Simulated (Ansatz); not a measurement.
Consider Na in the bcc (W type) structure (space group Im-3m, No. 229; a = 4.226 Å; relaxed with 0.1 eV smearing).

Calculations: r2SCAN in Ansatz (plane waves to 500 eV, PAW, scalar-relativistic without spin-orbit coupling), earlier PAW set.

Before the change:

```
Quantity   Result
--------  -------
Pressure  0.0 GPa
```

Perturbation: an isotropic linear strain of +2.39 %; the atoms relax in the strained cell.

Task: Estimate the effect on the energy relative to the base and pressure.

Result: The energy grows by 4.3 meV/atom; the pressure goes from zero to -0.5 GPa.

Whether these cells are dynamically stable was not tested.

Ansatz is a program for electronic structure.
